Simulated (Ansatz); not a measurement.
## Effect of uniaxial strain ε_zz = +4.47 % on InSe

Start from InSe in the beta-GaS type structure (space group P6_3/mmc, No. 194; a = 4.032 Å, c = 16.764 Å; layered, stacked along the Cartesian z axis). Axes: x lies along a and z along c of the hexagonal cell.

It is then changed as follows: the cell is stretched by 4.47 % along z with no lateral relaxation, atoms relaxed at fixed cell.

Calculations: PBE-D3(BJ) (Ansatz, a first-principles code; PAW; 420 eV plane waves; scalar-relativistic without spin-orbit coupling). Γ-centred 9×9×2 mesh, Fermi–Dirac width 0.05 eV.

- Volume per atom: 30.82 Å³ (base 29.50 Å³)
- Space group: P6_3/mmc (No. 194) (base P6_3/mmc (No. 194))
- Shortest interatomic distance: 2.666 Å (base 2.660 Å)
- Energy relative to the base (free energy F): +5.1 meV/atom
- Band gap: 0.61 eV (base 0.37 eV)
- Gap character: direct at Γ (base direct at Γ)
- Width of the top valence band: 1.57 eV (base 1.71 eV)
- Electron mass: 0.076 mₑ along z, 0.13 mₑ across (at Γ) (base 0.042 mₑ along c, 0.11 mₑ across (at Γ))
- Hole mass: 0.073 mₑ along z, 2.6 mₑ across (at Γ) (base 0.041 mₑ along c, 2.9 mₑ across (at Γ))
- Valence-band top at Γ (three highest levels, from the VBM): 0.00, -0.91, -0.91 eV (base 0.00, -1.09, -1.09 eV)
- Valley order (the lowest conduction-band minima on the path, energy above the VBM, named in the base's zone): Γ 0.61 eV; M (1/2, 0, 0) 1.39 eV; K (1/3, 1/3, 0) 1.78 eV (base Γ 0.37 eV; M (1/2, 0, 0) 1.12 eV; K (1/3, 1/3, 0) 1.51 eV)
- Stress (xx, yy, zz, yz, xz, xy; compression positive): (-0.33, -0.33, -1.05, 0.00, 0.00, 0.00) GPa

Effective masses come from finite differences of ±0.01 Å⁻¹. No phonon test of stability was made.
